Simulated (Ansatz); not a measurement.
A computed series for TiO2: response to strain

Base system: TiO2 in the anatase structure (space group I4_1/amd, No. 141).

```xyz
6
Lattice="-1.8994 1.8994 4.8504 1.8994 -1.8994 4.8504 1.8994 1.8994 -4.8504" Properties=species:S:1:pos:R:3 pbc="T T T"
Ti     0.0000     1.8994     2.4252
Ti     0.0000     0.0000     0.0000
O      0.0000     1.8994     0.4224
O      0.0000     0.0000     7.6979
O      0.0000     0.0000     2.0028
O      0.0000     1.8994     4.4279
```

Cartesian axes are those of the cell as printed.

Strains are applied to the cell and any free atomic positions relax; under biaxial strain the out-of-plane vector relaxes too.

The values are results of DFT with PBE, PAW potentials and a 420 eV plane-wave cutoff in Ansatz (a first-principles code), no SOC, not measurements.

| change | shortest interatomic distance | smallest direct gap | band gap |
|---|---|---|---|
| base | 1.946 Å | 2.43 eV | 2.13 eV |
| biaxial strain −3.00 %, plane normal [001], relaxed out of plane | 1.909 Å | 2.68 eV | 2.45 eV |
| biaxial strain −2.40 %, plane normal [001], relaxed out of plane | 1.916 Å | 2.62 eV | 2.38 eV |
| biaxial strain −1.80 %, plane normal [001], relaxed out of plane | 1.923 Å | 2.57 eV | 2.31 eV |
| biaxial strain −1.20 %, plane normal [001], relaxed out of plane | 1.930 Å | 2.52 eV | 2.25 eV |
| biaxial strain −0.60 %, plane normal [001], relaxed out of plane | 1.938 Å | 2.47 eV | 2.18 eV |

Stability against distortions was not tested. All final runs are without spin polarisation.
